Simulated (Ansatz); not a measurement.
Band structure of ZnP (P6_3mc, 4 atoms in the cell).

```xyz
4
Lattice="3.6347 0.0000 0.0000 -1.8173 3.1477 0.0000 0.0000 0.0000 6.9141" Properties=species:S:1:pos:R:3 pbc="T T T"
Zn     0.0000     2.0985     2.4603
Zn     1.8173     1.0492     5.9173
P      0.0000     2.0985     0.1325
P      1.8173     1.0492     3.5895
```

Computed with PBEsol, PAW files made with PBE (plane waves; Ansatz, a quantum-chemistry and plane-wave program).

Settings: kpoints.mp_grid.grid = 10 10 5; hamiltonian.xc = pbesol; hamiltonian.pseudopotentials = {kind: paw} (the program's default PAW files); scf.occupations.method = gaussian; scf.occupations.width = 0.2 eV; kpoints.band_path.npoints = 8.

The starting cell comes from a database of computed structures (which also holds hypothetical and non-ambient phases and stackings), without a prior relaxation at this level. The run gives no clean gap (levels at the Fermi energy touch, overlap or are partly filled at this smearing), which alone does not show that the compound is a metal.

Levels in eV from the Fermi level, bands 14 to 20:
```csv
point,14,15,16,17,18,19,20
Γ,0.19,0.93,0.93,1.84,1.84,2.70,5.13
M,-3.71,-2.95,-1.43,-0.75,0.64,4.06,4.09
K,-3.87,-3.23,-1.84,-1.84,-1.47,2.86,6.08
A,-3.17,1.35,1.35,1.35,1.35,5.42,5.42
L,-4.59,-1.35,-1.35,-0.15,-0.15,2.92,2.92
H,-4.30,-2.50,-2.50,-0.91,-0.91,3.74,3.74
```

Bands cross the Fermi level along this path, so the cell is metallic at this level.

Keys are those of Ansatz 0.2.
